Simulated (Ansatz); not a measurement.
For AlB2-type ZrB2, PBE in Ansatz (PAW) gives:

- lattice parameter a = 3.171 Å
- lattice parameter c = 3.542 Å

**Question.** What does HSE06-D3(BJ) (Ansatz, an electronic-structure program, plane waves, PAW) give for the same quantities?

**Answer.** 
- lattice constant a: 3.126 Å (drops by 1.4 %)
- lattice parameter c: 3.485 Å (shrinks by 1.6 %)

For comparison: lattice constant a 3.17 Å (measured, room temperature, not corrected to a static lattice; as tabulated in Zhang et al. (2020), arXiv:1911.03307); lattice parameter c 3.532 Å (measured, room temperature, no zero-point or thermal correction; as tabulated in Zhang et al. (2020), arXiv:1911.03307).

Changes are worked out from the printed values.

Unless a cell is named, each level is at its own relaxed cell (PBE 10.28, HSE06-D3(BJ) 9.83 Å³/atom).

Ansatz's density-functional and Hartree–Fock values are scalar-relativistic unless marked +SOC, with PAW data made under PBE.
